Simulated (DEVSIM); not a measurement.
Structure: Schottky contact on n-type Si, at 350 K.

| layer (left to right) | material | thickness (μm) | Nd (cm⁻³) | τn (s) | τp (s) |
|---|---|---|---|---|---|
| 1 | Si | 0.750 | 7.7e16 | 1.8e-5 | 1.8e-5 |

Left contact: Schottky, work function 4.49 eV, emission velocity 2.2e6 cm/s. Right contact: ohmic. Voltage is applied to the left contact. Recombination: SRH at mid-gap, Auger. Mobility is constant in doping.

This is a model device: material constants are rounded textbook-type values typed into the input, and sizes, dopings and lifetimes were drawn at random. Values at 300 K; Nc and Nv go as T^1.5, mobilities as T to minus their exponent, the gap by Varshni's rule with the affinity fixed.

```csv
parameter,Si
gap (eV),1.124
affinity (eV),4.05
permittivity,11.7
Nc (cm⁻³),2.86e19
Nv (cm⁻³),3.1e19
μn (cm²/Vs),1417
μp (cm²/Vs),470
T exponent of μn,2.3
T exponent of μp,2.2
Cn (cm⁶/s),2.8e-31
Cp (cm⁶/s),9.9e-32
Varshni α (eV/K),0.000473
Varshni β (K),636
```

Model (solved in DEVSIM): 1D drift-diffusion, Boltzmann statistics, complete ionisation; no tunnelling, impact ionisation, image-force lowering or self-heating. Metal contacts follow the ideal Schottky-Mott rule: no Fermi-level pinning, no interface dipoles.

The metal work function was swept, all else fixed.

```tsv
metal work function (eV)	potential step across the device at zero bias (V)	largest field in the device at zero bias (V/cm)
4.34	0.105	42000
4.39	0.155	54000
4.44	0.205	64000
4.49	0.255	73000
4.54	0.305	80000
4.59	0.355	87000
4.64	0.405	94000
4.69	0.455	100000
```

From the first row to the last the potential step across the device at zero bias goes from 0.105 to 0.455. From the first row to the last the largest field in the device at zero bias goes from 42000 to 100000.
